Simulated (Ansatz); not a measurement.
## Hypothetical cubic perovskite SrSnSe3: response to strain

The parent structure is SrSnSe3 in the cubic perovskite structure (space group Pm-3m, No. 221; a = 5.271 Å; a hypothetical phase, not in the database extracts checked). Axes: x, y, z lie along the cube axes.

Strains are applied to the cell and any free atomic positions relax; under biaxial strain the out-of-plane vector relaxes too.

Calculations: Kohn–Sham DFT with the r2SCAN functional, run in Ansatz (an electronic-structure program) with PAW and 500 eV plane waves, scalar-relativistic without spin-orbit coupling.

Candidates:
(a) biaxial strain −2.96 %, plane normal [001], relaxed out of plane
(b) isotropic strain −3.67 %
(c) biaxial strain +1.75 %, plane normal [111], relaxed out of plane
(d) uniaxial strain ε_xx = +3.96 %

Notes on the quantities. energy relative to the base: free energy F.

Task: Order them by energy relative to the base, lowest first.

Result: (c) biaxial strain +1.75 %, plane normal [111], relaxed out of plane (+3.6 meV/atom), (d) uniaxial strain ε_xx = +3.96 % (+13 meV/atom), (a) biaxial strain −2.96 %, plane normal [001], relaxed out of plane (+20 meV/atom), (b) isotropic strain −3.67 % (+64 meV/atom)

Without a gap, meshes like the base's 9×9×9 leave anisotropic stresses uncertain by several tenths of a GPa, and small strain energies with them. No phonon test of stability was made. All final runs are without spin polarisation. Many cubic perovskites are stable only at high temperature; tilts and polar distortions were not tested.
